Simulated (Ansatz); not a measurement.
System: ZnS (P3m1, No. 156, 28 atoms in the cell; start mp-556392; a measured phase of this formula has another space group). Method: r²SCAN in Ansatz (PAW).

Settings: plane-wave cutoff 560 eV, 12×12×1 k mesh (along the axes of the cell as run), Fermi–Dirac smearing 0.01 eV, scalar-relativistic PAW data made under PBE.

Cell (relaxed at this level):

ZnS is taken in the trigonal space group P3m1 (No. 156), Pearson symbol hP28. Lattice parameters: a = b = 3.8092 Å, c = 43.6039 Å, α = β = 90.00°, γ = 120.00°. Zn1 on 1a sees 4 S at 2.333 Å (tetrahedral). Zn2 on 1c is coordinated by 4 S at 2.333 Å (tetrahedral). Zn3 on 1a is surrounded by 4 S at 2.333 Å (tetrahedral). Zn4 on 1b has 4 S at 2.333 Å (tetrahedral). Zn5 on 1b is surrounded by 4 S at 2.335–2.337 Å (tetrahedral). Zn6 on 1c is coordinated by 4 S at 2.335–2.337 Å (tetrahedral). Zn7 on 1c is surrounded by 4 S at 2.333 Å (tetrahedral). Zn8 on 1a is surrounded by 4 S at 2.333 Å (tetrahedral). 20 further independent sites are not listed. (Neighbours: up to the widest gap in distance over summed covalent radii, below 1.35, at either atom; cation-cation and far metal-metal contacts left out.)

Task: Estimate the band gap that the calculation returns.

Result: 
- band gap: 2.72 eV (direct)

Static lattice: no zero-point or thermal effects.

It cost about 7 core-minutes (a rough figure) of CPU time.

A start named mp-… is a Materials Project structure, which need not be a measured phase.

Ansatz is a first-principles code.
